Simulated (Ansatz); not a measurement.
The starting structures come from a database of crystals and need not be the phases stable at ambient conditions.

Tunnelling through a barrier is set by its complex band structure: the current falls as exp(−2κd) with the smallest κ.

Given:

```
GaLaO3
1.0
    5.59482     0.00000     0.00000
   -2.79741     4.84526     0.00000
    2.79741     1.61509     4.48679
La Ga O
2 2 6
Cartesian
  2.79741   4.84526   3.36509
  2.79741   1.61509   1.12170
  0.00000   0.00000   0.00000
  0.00000   3.23017   2.24340
 -1.20527   4.37275   1.12170
  6.80009   2.08759   3.36509
  5.20795   1.61509   1.12170
  0.38687   4.84526   3.36509
  1.59214   3.70268   1.12170
  4.00268   2.75766   3.36509
```

Space group of this cell: R-3c. The cell is taken as given; by r2SCAN its mean pressure is -4.9 GPa.

Transport runs along the normal of the first two printed cell vectors, the (001) plane of the conventional cell.

The gap is the functional's own. No spin-orbit coupling. Mid-gap values are interpolated on the energy grid.

Q: Predict the band gap and the smallest decay constant κ at mid-gap from r2SCAN (Ansatz, a quantum-chemistry and plane-wave program).

A: Gap 4.06 eV on a 8×8×8 mesh; κ = 0.327 1/Å, at the zone centre.
